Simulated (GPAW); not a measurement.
**Equation of state of rock-salt BaTe (space group 225): energy against volume (GPAW, LDA)**

```yaml
crystal:
  lattice:
    - [0.00000, 3.36387, 3.36387]
    - [3.36387, 0.00000, 3.36387]
    - [3.36387, 3.36387, 0.00000]
  atoms:
    - { symbol: Ba, position: [0.00000, 0.00000, 0.00000] }
    - { symbol: Te, position: [0.50000, 0.50000, 0.50000] }
```

Method of the run: LDA (Perdew-Wang 92), GPAW PAW datasets LDA (gpaw-data 1.0.1) (plane waves; GPAW). Settings: mode = pw; ecut = 585 eV; xc = LDA; kpts = 8 8 8; mesh shift (steps) = 0 0 0; occupations.name = fermi-dirac; occupations.width = 0.01 eV; nbands = -6; convergence.density = 1e-05 e/electron; convergence.energy = 1e-05 eV/electron; convergence.bands = -4; symmetry.symmorphic = false; symmetry.tolerance = 0.0005; maxiter = 150. The cell above is the first row's. The rows scale it uniformly. In all rows fractional positions and the k mesh are held. E is the free energy at the stated smearing, counted from the lowest row.

| V (Å^3/atom) | E (meV/atom) |
|---|---|
| 38.064 | ? |
| 38.892 | 9.71 |
| 39.719 | 2.75 |
| 40.547 | 0.00 |
| 41.374 | 1.02 |
| 42.202 | 5.41 |
| 43.029 | 12.82 |
| 43.857 | 22.94 |
| 44.684 | 35.48 |

### Question
Fit E against V with the third-order Birch-Murnaghan form, a cubic in V^(-2/3), and predict the withheld value at V = 38.064.

### Answer
With u = V^(-2/3) - 0.0831, the rows have u = 0.0040150, 0.0028016, 0.0016281, 0.0004953, -0.0006018, -0.0016622, -0.0026905, -0.0036857. Least squares gives E = 2.587 - 3858.4·u + 1387981·u² + 3685087·u³. Residuals (row less fit): 0.001, -0.003, 0.000, 0.003, -0.001, 0.002, -0.004, 0.002; standard error 0.003 (degrees of freedom: 4). Its minimum lies at u = 0.0013823, so V0 = (0.0844823)^(-3/2) = 40.72. There d²E/du² = 2807000 and d³E/du³ = 2.211e7, so B0 = (4/9) × 40.72^(-7/3) × 2807000 × 0.160218 = 35.0 GPa (the last factor turns the table's units into GPa), and B0' = 4 + (2/3) × 0.0844823 × (2.211e7)/2807000 = 4.4. The program's pressures in the fitted runs (not shown) pass through zero at V = 40.71, 0.03 % from this V0. At the withheld row, u = 0.0052738, so E = 2.587 - 3858.4 × 0.0052738 + 1387981 × 0.0052738² + 3685087 × 0.0052738³ = 21.383 meV/atom. The calculation gives 21.36 meV/atom, 0.023 meV/atom below the prediction (0.1 % of the range of E in the table). The row lies outside the fitted rows, so this is an extrapolation. From the scatter of the fitted rows alone, a prediction at this place has a standard error of 0.009 meV/atom, so the miss is 2.5 times that.

Carrying the step between the two nearest rows on in a straight line would have given 16.68, off by 4.68; series whose last step already gives the withheld value aren't shown. The scan was laid around a cell of about the measured size, scaled by a guess for this functional. The runs keep the symmetry of the cell, so they don't test it for distortions. Spin-orbit coupling is off. Cutoffs and mesh are single choices, not tested for convergence of this quantity. Series with a scatter that would blur these digits, or in which a gap closes, are not shown. Nor are scans whose minimum lies at an end fitted in this form.
